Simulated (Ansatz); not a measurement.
The starting structures come from a database of crystals and need not be the phases stable at ambient conditions.

Inside the gap of an insulator the Bloch states are evanescent, with a wavenumber k + iκ along the transport direction.

Consider the following.

```xyz
12
Lattice="5.4258 0.0000 0.0000 0.0000 7.6661 0.0000 0.0000 0.0000 3.4478" Properties=species:S:1:pos:R:3 pbc="T T T"
Zr     4.6448     1.2999     0.8619
Zr     0.7810     6.3662     2.5858
Zr     1.9319     2.5331     2.5858
Zr     3.4940     5.1330     0.8619
O      4.8374     6.8230     0.8619
O      0.5884     0.8431     2.5858
O      2.1245     4.6762     2.5858
O      3.3014     2.9899     0.8619
O      4.7153     4.9321     2.5858
O      0.7105     2.7340     0.8619
O      2.0024     6.5671     0.8619
O      3.4234     1.0990     2.5858
```

Space group of this cell: Pnma. The cell is taken as given.

Transport runs along the normal of the first two printed cell vectors.

The gap is the functional's own. No spin-orbit coupling. Mid-gap values are interpolated on the energy grid.

### Question
Predict the band gap and the smallest decay constant κ at mid-gap from r2SCAN in Ansatz (a first-principles code).

### Answer
Gap 4.68 eV on a 6×4×10 mesh; κ = 0.471 1/Å, at the zone centre.
